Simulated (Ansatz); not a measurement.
The starting structures come from a database of crystals and need not be the phases stable at ambient conditions.

Inside the gap of an insulator the Bloch states are evanescent, with a wavenumber k + iκ along the transport direction.

Data:

```
CELL_PARAMETERS angstrom
      4.81426     0.00000     0.00000
      0.00000     4.81426     0.00000
      2.40713    -2.40713     7.99769
ATOMIC_POSITIONS crystal
  Sr 0.32494 0.67506 0.35012
  Sr 0.67506 0.32494 0.64988
  Sr 0.50000 0.00000 0.00000
  Sr 0.00000 0.50000 0.00000
  P  0.13506 0.86494 0.72988
  P  0.86494 0.13506 0.27012
  O  0.50000 0.50000 0.00000
```

Space group of this cell: I4/mmm. The cell is taken as given.

Transport runs along the normal of the first two printed cell vectors, the (001) plane of the conventional cell.

The gap is the functional's own. No spin-orbit coupling. Mid-gap values are interpolated on the energy grid.

**Question.** Give the band gap and the smallest decay constant κ at mid-gap that Ansatz (an electronic-structure program) with r2SCAN yields.

**Answer.** Gap 1.56 eV on a 8×8×8 mesh; κ = 0.173 1/Å, at the zone centre.
